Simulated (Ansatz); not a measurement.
An Ansatz (a program for electronic structure) run: Na with a change (Na → H); r2SCAN (Ansatz), no spin-orbit coupling.

Input:

Ansatz 0.2 input:
```yaml
crystal:
  lattice:
    - [-0.9010018987, 0.9010018987, 0.9010018987]
    - [0.9010018987, -0.9010018987, 0.9010018987]
    - [0.9010018987, 0.9010018987, -0.9010018987]
  atoms:
    - { symbol: H, position: [0, 0, 0] }
basis: { ecutwfc: 500, ecutrho_ratio: 4, xc_grid: 4, fft_grid_basis: typed }
kpoints: { mp_grid: { grid: [36, 36, 36] } }
hamiltonian:
  xc: r2scan
  dispersion: none
  pseudopotentials: { kind: paw }
scf: { occupations: { method: fermi_dirac, width: 0.05 }, convergence: { dr2_threshold: 0.0000000001 } }
output: { forces: true, stress: true }
checkpoint: { write: state.ck, write_every: 1000 }
```

Output:

```
WARN ansatz: RAYON_NUM_THREADS=1 ignored (pool sized by the plan → 1); use --threads N
Pseudopotentials: kind: paw
Pseudopotential: H, paw, valence charge 1
Functional definition: r2SCAN
Crystal: 1 atoms, lattice volume = 2.926 Å³
Basis set: ecut = 500 eV, 79 PW (Γ), exchange–correlation on 48×48×48 points (64 copies of the dense FFT grid, shifted against one another)
Bands: 5, of which v1, the nominal top of the filled ones, is band 1 counted from 1 (0 counted from 0)
Symmetry: 48 space group operations
Space group: Im-3m (ITA 229), of the structure as read, at distance tolerance 1.4e-5 Å
k-points: 1240 of 46656
Initial density: superposition of atomic densities (neutral atoms: chi_scale 0, normalization atom), corrected by the library's trained network
Initial wavefunctions: pseudopotential atomic-orbital guess
Eigensolver: davidson
Functional: x = r2scan, c = r2scan; τ floored in thin density (d = 2e-4 eV/Å³)
SCF iter   1: F=—  HF=-14.568211 eV  |F-HF|=—  |Δ(HF+E_count)|=         —  Δρ=6.80e-3  dr2=3.05e-4  dr2_τ=9.08e-4  ethr=1.77e-3  ⟨swp⟩=4.0  Hψ=51889  notcnv=0
all-band conjugate gradients solve this SCF's bands
preconditioner: auto → none
SCF iter   2: F=—  HF=-14.569317 eV  |F-HF|=—  |Δ(HF+E_count)|=   1.11e-3  Δρ=3.30e-3  dr2=6.30e-5  dr2_τ=2.38e-5  ethr=3.05e-5  ⟨swp⟩=2.4  Hψ=22297  notcnv=0
SCF iter   3: F=—  HF=-14.569623 eV  |F-HF|=—  |Δ(HF+E_count)|=   3.06e-4  Δρ=2.94e-4  dr2=6.00e-7  dr2_τ=8.53e-8  ethr=6.30e-6  ⟨swp⟩=1.5  Hψ=11843  notcnv=0
SCF iter   4: F=—  HF=-14.569625 eV  |F-HF|=—  |Δ(HF+E_count)|=   1.64e-6  Δρ=3.83e-5  dr2=1.54e-8  dr2_τ=1.38e-9  ethr=6.00e-8  ⟨swp⟩=1.5  Hψ=11828  notcnv=0
SCF iter   5: F=—  HF=-14.569625 eV  |F-HF|=—  |Δ(HF+E_count)|=   4.70e-8  Δρ=5.97e-6  dr2=3.73e-10  dr2_τ=9.08e-11  ethr=1.54e-9  ⟨swp⟩=1.5  Hψ=11826  notcnv=0
SCF iter   6: F=-14.569625 eV  HF=-14.569625 eV  |F-HF|=1.08e-10  |Δ(HF+E_count)|=   1.14e-9  Δρ=1.75e-6  dr2=3.29e-11  dr2_τ=4.03e-12  ethr=1.00e-11  ⟨swp⟩=2.0  Hψ=9942  notcnv=0
SCF 1 converged in 6 iterations: F = -14.569625 eV  dr2 = 3.29e-11
SCF converged after 6 iterations
Free energy (F): -14.569625 eV
Harris-Foulkes:  -14.569625 eV  (|F-HF|=1.08e-10)
Internal energy: -14.568833 eV  (E = F + TS)
E sigma→0 (E₀):  -14.569229 eV
Entropy (-TS):   -0.000792 eV (-0.792 meV/atom)
Fermi energy:    3.920964 eV
--- Per-component energies (eV) ---
  E_band       = -3.020298
  E_kinetic    = 12.531100
  E_local      = -4.912789  (includes V_loc(G=0)·N_el)
  E_nonlocal   = 1.158359
  E_hartree    = 0.232420
  E_xc         = -8.696617
  E_vxc        = -12.597724  (∫ρ·V_xc dr)
  E_paw        = -0.340639  (= ΣΔE_a)
  E_vpaw       = -0.451396  (= ΣTr[D̂ρ^β])
  E_aug_tail   = -0.000279  (compensation charges beyond the density's cutoff)
  E_vtau       = 0.787584  (kinetic-family band-sum trace: ∫τ·v_τ [+ j·A + Jᵃ·Aᵃ] dr)
  E_ewald      = -14.540389
  E_smearing   = -0.000792  (= −TS)
  E_closure    = 0.000000  (closes the sum)
  Σ components = -14.569625   (vs F -14.569625, Δ=0.00e0)
  [band-id]    e_kinetic+e_local+e_nonlocal+2·e_hartree+e_vxc+e_vpaw+e_augmentation_tail+e_vtau = -3.020305   (vs E_band -3.020298, Δ=-7.36e-6)
--- Forces (eV/Å), atoms counted from 1 ---
  atom   1  H      0.00000000    -0.00000000     0.00000000
  max |Σ_I F_I| component: 2.12e-33 eV/Å
--- Stress (GPa, compression-positive) ---
        0.001773      -0.000000       0.000000
       -0.000000       0.001773       0.000000
        0.000000      -0.000000       0.001773
  P = ⅓ Tr σ = 0.0018 GPa (0.018 kbar)
  The stress holds the Pulay correction. Without it, at fixed plane waves, as pw.x and ABINIT print it: P = -0.1034 GPa
  The stress includes an estimate of the error left by incomplete SCF convergence (largest component -0.0003 GPa).
--- Band table ---
  band table: none
```

Whether these cells are dynamically stable was not tested. The cell was made from Na by this change: Na → H; the result is a model cell.
